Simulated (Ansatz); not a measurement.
Defect: Cu-vacancy pair (Cu on one host Ti site, one Ti site vacant) in rock-salt TiN, neutral cell. Level of theory: PBE, PAW (plane waves to 420 eV; Ansatz, a program for electronic structure).

Settings: 64 host sites, the relaxed PBE lattice, a 3×3×3 k-point mesh shifted by half a step, smearing 0.10 eV, spin-restricted, no image-charge correction. Energies are static. Forms of the defect that were not tried may lie lower.

Barriers: single points on a 4×4×4 k-point mesh shifted by half a step at the bands' geometries.

The step: Cu and the vacancy change places (Cu-vacancy distance between ideal sites 3.00 Å throughout); the atom moves 1.84 Å along (0.00, 0.31, 0.31) of the unit cell; the moving atom starts with neighbours 2 N at 1.91, 2 N at 2.23 Å and ends with 2 N at 1.91, 2 N at 2.23 Å.

Question: Give the migration barrier of this step at the level PBE, PAW.

Answer: 265 meV, the same both ways. At the saddle the moving atom has neighbours 2 N at 1.77 Å. The saddle point's order was not checked, and it lies on a symmetry element of the cell, where a band can be held.
